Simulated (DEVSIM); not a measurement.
Device: Ni/SiO2/n-Si capacitor, at 300 K.

| layer (left to right) | material | thickness (nm) | Nd (cm⁻³) |
|---|---|---|---|
| 1 | SiO2 | 56.0 | - |
| 2 | Si | 11000 | 2.8e15 |

Metal gate on the left, work function 5.1 eV. Fixed charge at the semiconductor interface 4.2e10 cm⁻² (in units of +e); interface traps 1e12 cm⁻² eV⁻¹, uniform in energy, neutral level at 0.7 of the gap above the valence band.

The device is made up for the run: typed textbook-type constants, with dimensions and the other settings drawn at random. Values at 300 K.

```tsv
parameter	SiO2	Si
gap (eV)	9	1.124
affinity (eV)	0.9	4.05
permittivity	3.9	11.7
Nc (cm⁻³)	-	2.86e19
Nv (cm⁻³)	-	3.1e19
```

Simulated with DEVSIM: 1D Poisson equation in equilibrium, Boltzmann statistics, complete ionisation; no quantum confinement or tunnelling. Metal contacts follow the ideal Schottky-Mott rule: no Fermi-level pinning, no interface dipoles.

### Question
Tabulate band edges, carrier densities and field at -2.0 V on the gate.

### Answer
Energies count from the Fermi level of the right contact; mesh points crowd at the junctions.

```json
[
 {"x (μm)": "0.000", "Ec (eV)": "6.200", "Ev (eV)": "-2.800", "n (cm⁻³)": "< 1e2", "p (cm⁻³)": "< 1e2", "field (V/cm)": "-380000"},
 {"x (μm)": "0.001998", "Ec (eV)": "6.125", "Ev (eV)": "-2.876", "n (cm⁻³)": "< 1e2", "p (cm⁻³)": "< 1e2", "field (V/cm)": "-380000"},
 {"x (μm)": "0.007573", "Ec (eV)": "5.914", "Ev (eV)": "-3.086", "n (cm⁻³)": "< 1e2", "p (cm⁻³)": "< 1e2", "field (V/cm)": "-380000"},
 {"x (μm)": "0.02206", "Ec (eV)": "5.366", "Ev (eV)": "-3.634", "n (cm⁻³)": "< 1e2", "p (cm⁻³)": "< 1e2", "field (V/cm)": "-380000"},
 {"x (μm)": "0.04721", "Ec (eV)": "4.416", "Ev (eV)": "-4.584", "n (cm⁻³)": "< 1e2", "p (cm⁻³)": "< 1e2", "field (V/cm)": "-380000"},
 {"x (μm)": "0.05344", "Ec (eV)": "4.180", "Ev (eV)": "-4.820", "n (cm⁻³)": "< 1e2", "p (cm⁻³)": "< 1e2", "field (V/cm)": "-380000"},
 {"x (μm)": "0.05579", "Ec (eV)": "4.091", "Ev (eV)": "-4.909", "n (cm⁻³)": "< 1e2", "p (cm⁻³)": "< 1e2", "field (V/cm)": "-380000"},
 {"x (μm)": "0.05864", "Ec (eV)": "0.927", "Ev (eV)": "-0.197", "n (cm⁻³)": "7700", "p (cm⁻³)": "1.5e16", "field (V/cm)": "-26000"},
 {"x (μm)": "0.06534", "Ec (eV)": "0.910", "Ev (eV)": "-0.214", "n (cm⁻³)": "15000", "p (cm⁻³)": "7.8e15", "field (V/cm)": "-25000"},
 {"x (μm)": "0.08388", "Ec (eV)": "0.866", "Ev (eV)": "-0.258", "n (cm⁻³)": "82000", "p (cm⁻³)": "1.4e15", "field (V/cm)": "-23000"},
 {"x (μm)": "0.1379", "Ec (eV)": "0.748", "Ev (eV)": "-0.376", "n (cm⁻³)": "7700000", "p (cm⁻³)": "1.5e13", "field (V/cm)": "-20000"},
 {"x (μm)": "0.3770", "Ec (eV)": "0.383", "Ev (eV)": "-0.741", "n (cm⁻³)": "1.1e13", "p (cm⁻³)": "1.1e7", "field (V/cm)": "-10000"},
 {"x (μm)": "0.9762", "Ec (eV)": "0.239", "Ev (eV)": "-0.885", "n (cm⁻³)": "2.8e15", "p (cm⁻³)": "42000", "field (V/cm)": "-20"},
 {"x (μm)": "2.602", "Ec (eV)": "0.239", "Ev (eV)": "-0.885", "n (cm⁻³)": "2.8e15", "p (cm⁻³)": "42000", "field (V/cm)": "≈ 0"},
 {"x (μm)": "7.965", "Ec (eV)": "0.239", "Ev (eV)": "-0.885", "n (cm⁻³)": "2.8e15", "p (cm⁻³)": "42000", "field (V/cm)": "≈ 0"},
 {"x (μm)": "9.976", "Ec (eV)": "0.239", "Ev (eV)": "-0.885", "n (cm⁻³)": "2.8e15", "p (cm⁻³)": "42000", "field (V/cm)": "≈ 0"},
 {"x (μm)": "10.67", "Ec (eV)": "0.239", "Ev (eV)": "-0.885", "n (cm⁻³)": "2.8e15", "p (cm⁻³)": "42000", "field (V/cm)": "≈ 0"},
 {"x (μm)": "10.92", "Ec (eV)": "0.239", "Ev (eV)": "-0.885", "n (cm⁻³)": "2.8e15", "p (cm⁻³)": "42000", "field (V/cm)": "≈ 0"},
 {"x (μm)": "11.02", "Ec (eV)": "0.239", "Ev (eV)": "-0.885", "n (cm⁻³)": "2.8e15", "p (cm⁻³)": "42000", "field (V/cm)": "≈ 0"},
 {"x (μm)": "11.04", "Ec (eV)": "0.239", "Ev (eV)": "-0.885", "n (cm⁻³)": "2.8e15", "p (cm⁻³)": "42000", "field (V/cm)": "≈ 0"},
 {"x (μm)": "11.05", "Ec (eV)": "0.239", "Ev (eV)": "-0.885", "n (cm⁻³)": "2.8e15", "p (cm⁻³)": "42000", "field (V/cm)": "≈ 0"},
 {"x (μm)": "11.06", "Ec (eV)": "0.239", "Ev (eV)": "-0.885", "n (cm⁻³)": "2.8e15", "p (cm⁻³)": "42000", "field (V/cm)": "≈ 0"}
]
```
